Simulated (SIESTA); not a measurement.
Band structure of Mg2Zn (Cmcm, 6 atoms in the cell).

```xyz
6
Lattice="1.5978 -7.4082 0.0000 1.5978 7.4082 0.0000 0.0000 0.0000 4.8001" Properties=species:S:1:pos:R:3 pbc="T T T"
Mg     1.5978     0.8832     1.2000
Mg     1.5978    -0.8832     3.6001
Mg     1.5978    -3.9367     1.2000
Mg     1.5978     3.9367     3.6001
Zn     1.5978     5.8042     1.2000
Zn     1.5978    -5.8042     3.6001
```

Method: GGA PBEsol, numerical atomic orbitals DZP, PseudoDojo PBEsol standard norm-conserving potentials (rewritten from UPF to PSML) run with SIESTA 5.4.2.

Settings: XC.functional = GGA; XC.authors = PBEsol; potentials = PseudoDojo PBEsol standard; PAO.BasisSize = DZP; PAO.EnergyShift = 0.01 Ry; MeshCutoff = 350 Ry; kgrid.MonkhorstPack = 5 5 4; OccupationFunction = MP; OccupationMPOrder = 0; ElectronicTemperature = 0.05 eV; MaxSCFIterations = 150; SCF.Mixer.Method = Pulay; SCF.Mixer.Weight = 0.25; SCF.Mixer.History = 6.

The starting cell comes from a database of computed structures (which also holds hypothetical and non-ambient phases and stackings), without a prior relaxation at this level. Values carry the incompleteness of an atom-centred basis.

Levels in eV from the Fermi level, bands 37 to 42:
| point | 37 | 38 | 39 | 40 | 41 | 42 |
|---|---|---|---|---|---|---|
| Γ | -5.26 | -1.90 | -0.94 | 0.71 | 1.10 | 1.40 |
| X | -3.86 | -1.60 | -1.14 | 1.23 | 1.47 | 1.88 |
| S | -3.02 | -2.81 | -0.42 | 0.14 | 1.77 | 2.31 |
| R | -2.45 | -2.45 | -1.62 | -1.62 | -0.64 | -0.64 |
| A | -2.36 | -2.36 | -2.11 | -2.11 | 0.15 | 0.15 |
| Z | -3.94 | -3.94 | -3.47 | -3.47 | 4.77 | 4.77 |
| Y | -2.23 | -2.00 | -1.20 | -1.11 | -0.35 | 0.03 |
| X1 | -3.86 | -1.60 | -1.14 | 1.23 | 1.47 | 1.88 |
| A1 | -2.36 | -2.36 | -2.11 | -2.11 | 0.15 | 0.15 |
| T | -5.56 | -5.56 | -0.78 | -0.78 | 0.52 | 0.52 |

Bands cross the Fermi level along this path, so the cell is metallic at this level.

Higher empty bands are left out: an atom-centred basis made for the valence describes them poorly.
